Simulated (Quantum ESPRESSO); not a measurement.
## Effort and miss along a sweep of ecutwfc: Ti (P6_3/mmc, 4 atoms in the cell)

```yaml
crystal:
  lattice:
    - [2.94842, 0.00000, 0.00000]
    - [-1.47421, 2.55341, 0.00000]
    - [0.00000, 0.00000, 9.48657]
  atoms:
    - { symbol: Ti, position: [0.00000, 0.00000, 0.00000] }
    - { symbol: Ti, position: [0.00000, 0.00000, 0.50000] }
    - { symbol: Ti, position: [0.33333, 0.66667, 0.25000] }
    - { symbol: Ti, position: [0.66667, 0.33333, 0.75000] }
```

Method of the run: PBE, PseudoDojo standard norm-conserving (PBE) pseudopotentials (plane waves; Quantum ESPRESSO).

Base settings: ecutwfc = 85 Ry; occupations = smearing; smearing = marzari-vanderbilt; degauss = 0.019992 Ry; potentials = {Ti: Ti.upf}; K_POINTS = automatic 10 10 3 0 0 0; conv_thr = 1e-10 Ry; mixing_beta = 0.7.

Misses are taken against the tightest run, 170 Ry, which need not be fully converged itself. The energy is the free energy per atom.

The count of work is k-points × plane waves × bands × iterations; it is no time, and leaves out set-up, grids and terms that scale otherwise. Core times come from one kind of shared machine and are given to one figure; runs under 30 s give none.

The starting cell was generated: these elements placed on a structure prototype, without a prior relaxation; it need not be a known phase or ordering of this composition. Its lattice was rescaled by a random factor within 2.5 % of one. Spin polarisation is off.

| ecutwfc | energy less reference (meV/atom) | pressure less reference (GPa) | count of work / reference | core time / reference (rough) |
|---|---|---|---|---|
| 34 Ry | 5596.80 | -140.86 | 0.085 | 0.09 |
| 42 Ry | 1979.20 | -68.80 | 0.12 | 0.09 |
| 51 Ry | 503.11 | -25.90 | 0.18 | 0.1 |
| 59 Ry | 114.49 | -8.33 | 0.26 | 0.2 |
| 68 Ry | 14.48 | -1.51 | 0.31 | 0.2 |
| 76 Ry | 1.83 | -0.18 | 0.49 | 0.3 |
| 85 Ry | 0.66 | 0.00 | 0.39 | 0.3 |
| 98 Ry | 0.48 | 0.00 | 0.77 | 0.6 |
| 110 Ry | 0.36 | 0.00 | 0.64 | 0.6 |
| 128 Ry | 0.22 | 0.00 | 1.0 | 1 |
| 149 Ry | 0.13 | 0.00 | 0.96 | 1 |
| 170 Ry | 0.00 | 0.00 | 1.0 | 1 |

Coarsest setting among those run that, with all tighter ones, holds the energy within 10 meV/atom of the reference: 76 Ry, off by 1.8 meV/atom; its saving against the reference is no more than about a factor of 2 in the count of work.

The step from 34 Ry to 85 Ry: it takes the miss in the energy from 5600 to 0.66 meV/atom, for 4.7 times the count of work and roughly 4 times the time.
